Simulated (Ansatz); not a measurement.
**Pressure series in CdTe**

Take CdTe in the zinc blende structure (space group F-43m, No. 216) as the base.

```xyz
2
Lattice="0.0000 3.3093 3.3093 3.3093 0.0000 3.3093 3.3093 3.3093 0.0000" Properties=species:S:1:pos:R:3 pbc="T T T"
Te     4.9639     4.9639     4.9639
Cd     0.0000     0.0000     0.0000
```

Cell and atoms are relaxed at each pressure.

Computed with Kohn–Sham DFT with the PBE functional, run in Ansatz (a program for electronic structure) with PAW and 420 eV plane waves, no spin-orbit coupling, earlier PAW set.

| change | lattice parameter a | band gap |
|---|---|---|
| base | 6.619 Å | 0.58 eV |
| pressure −2 GPa | 6.768 Å | 0.39 eV |
| pressure −1 GPa | 6.688 Å | 0.49 eV |
| pressure 0.9 GPa | 6.566 Å | 0.65 eV |
| pressure 2.1 GPa | 6.504 Å | 0.74 eV |
| pressure 4.5 GPa | 6.401 Å | 0.89 eV |
| pressure 9 GPa | ? | ? |
| pressure 15 GPa | 6.109 Å | 1.32 eV |
| pressure 22.5 GPa | 5.974 Å | 1.52 eV |
| pressure 30 GPa | 5.868 Å | 1.68 eV |

**Question.** Complete the table.

**Answer.** 
- pressure 9 GPa, lattice parameter a: 6.253 Å
- pressure 9 GPa, band gap: 1.10 eV

With Te present, leaving out spin-orbit coupling can change the band edges. Load acts through the strain it causes; cell and atoms are relaxed under it. Stability against distortions was not tested. Measured, CdTe leaves this structure (for cinnabar) near 3.53 GPa (temperature not stated; as listed in Datta, Sujoy, Jana, Debnarayan, arXiv (2020)), on rising pressure, with hysteresis.
